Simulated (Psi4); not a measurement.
Psi4 1.11, PBE0/def2-svp: Se(F)4 (F[Se](F)(F)F), 5 atoms. The geometry is a generated start, not checked to be a minimum at this level.

```
Item                                 Result
--------------------------  ---------------
task                                 energy
method                                 pbe0
basis                              def2-svp
memory                                 3 GB
maxiter                                 100
keys of the molecule block      symmetry c1
scf_type                       df (default)
diis_max_vecs                  10 (default)
e_convergence               1e-06 (default)
d_convergence               1e-06 (default)
dft_radial_points              75 (default)
dft_spherical_points          302 (default)
basis functions                          88
grid points                          108065
```

```xyz
5

Se     0.0017    -0.0019     0.5603
F      0.9491     1.3362    -0.1315
F      1.3294    -0.9445    -0.1563
F     -0.9500    -1.3353    -0.1344
F     -1.3302     0.9455    -0.1381
```

With the defaults (diis = true, scf_initial_accelerator = adiis, damping_percentage = 0, guess = auto, which took SAD, soscf = false, level_shift = 0, level_shift_cutoff = 0.01, diis_start = 1) it converges in 8 SCF iterations. One run each on 2 threads, with these changes:
- guess = modhuckel
- guess = sap
- level_shift = 0.5, level_shift_cutoff = 0.001
- guess = sapgau
- damping_percentage = 20
- scf_initial_accelerator = none
- diis_start = 4
- diis = false, scf_initial_accelerator = none, damping_percentage = 60
- soscf = true

Task: Which of these changes keep the SCF from converging, or lead it to another solution?

Result: No convergence: diis = false, scf_initial_accelerator = none, damping_percentage = 60 (the run ends without SCF convergence in 100 iterations). The rest reach the solution of the defaults.

```csv
setting,SCF iterations,JK calls,end
soscf = true,6,17,same solution
the defaults,8,9,same solution
scf_initial_accelerator = none,8,9,same solution
guess = sapgau,9,9,same solution
"level_shift = 0.5, level_shift_cutoff = 0.001",9,10,same solution
guess = sap,9,9,same solution
guess = modhuckel,9,23,same solution
diis_start = 4,11,12,same solution
damping_percentage = 20,21,22,same solution
"diis = false, scf_initial_accelerator = none, damping_percentage = 60",100,101,no convergence
```

An SOSCF iteration holds several JK calls; a Hückel guess adds calls on atoms.
